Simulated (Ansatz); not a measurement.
**A computed series for CdS: response to strain**

Take CdS in the zinc blende structure (space group F-43m, No. 216; a = 5.878 Å) as the base. Axes: x, y, z lie along the cube axes.

Strains are applied to the cell and any free atomic positions relax; under biaxial strain the out-of-plane vector relaxes too.

Calculations: r2SCAN (Ansatz, a first-principles code, PAW, without spin-orbit coupling).

Candidates:
(a) biaxial strain +2.00 %, plane normal [001], relaxed out of plane
(b) biaxial strain +2.50 %, plane normal [001], relaxed out of plane
(c) biaxial strain +1.50 %, plane normal [001], relaxed out of plane

Order them by out-of-plane strain, highest first.

(c) biaxial strain +1.50 %, plane normal [001], relaxed out of plane (-2.28 %), (a) biaxial strain +2.00 %, plane normal [001], relaxed out of plane (-3.06 %), (b) biaxial strain +2.50 %, plane normal [001], relaxed out of plane (-3.86 %)

Whether these cells are dynamically stable was not tested.
